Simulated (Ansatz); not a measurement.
# Li₃Al₂ (R-3m, No. 166; cell taken from a computed entry)

All values below come from LDA in Ansatz (PAW).

Run with plane-wave cutoff 500 eV, 16×16×16 k mesh, Fermi–Dirac smearing 0.1 eV, scalar-relativistic PAW data made under PBE.

Cell (relaxed at this level):

```cif
data_Al2Li3
_chemical_formula_sum 'Li3 Al2'
_space_group_name_H-M_alt 'P 1'
_space_group_IT_number 1
_cell_length_a 5.24313
_cell_length_b 5.24313
_cell_length_c 5.24313
_cell_angle_alpha 49.273
_cell_angle_beta 49.273
_cell_angle_gamma 49.273
loop_
_space_group_symop_operation_xyz
  'x, y, z'
loop_
_atom_site_label
_atom_site_type_symbol
_atom_site_fract_x
_atom_site_fract_y
_atom_site_fract_z
_atom_site_occupancy
Li1 Li 0.59679 0.59679 0.59679 1
Li2 Li 0.40321 0.40321 0.40321 1
Li3 Li 0.00000 0.00000 0.00000 1
Al1 Al 0.19865 0.19865 0.19865 1
Al2 Al 0.80135 0.80135 0.80135 1
```

```json
{
 "band_gap": "zero (no gap)"
}
```

Note: the relaxation could not lower the start's symmetry, so the cell can be a saddle point above a distorted one.

Computed values are for the static lattice.

Cost on a shared machine: very roughly 2.9 core-minutes.

Ansatz is a first-principles code.
